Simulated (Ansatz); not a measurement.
Results of LDA (Ansatz, a first-principles code, PAW) for MoRh (P-6m2, No. 187, 2 atoms in the cell; start mp-1221419).

Numerical settings: plane-wave cutoff 520 eV, 24×24×12 k mesh (along the axes of the cell as run), Fermi–Dirac smearing 0.05 eV, no spin polarisation, scalar-relativistic PAW data made under PBE.

Cell (relaxed at this level):

```yaml
crystal:
  lattice:
    - [2.72634, 0.00000, 0.00000]
    - [-1.36317, 2.36108, 0.00000]
    - [0.00000, 0.00000, 4.36018]
  atoms:
    - { symbol: Mo, position: [0.00000, 0.00000, 0.50000] }
    - { symbol: Rh, position: [0.33333, 0.66667, 0.00000] }
```

Give the computed bulk modulus.


bulk modulus: 306 GPa

Note: the run has no spin polarisation, so it can have missed a magnetic state; the bulk modulus is −V dP/dV from two relaxed cells at ±2 % in volume; the relaxation could not lower the start's symmetry, so the cell can be a saddle point above a distorted one.

Computing time: roughly 2.3 core-minutes.

A start named mp-… is a Materials Project structure, which need not be a measured phase.
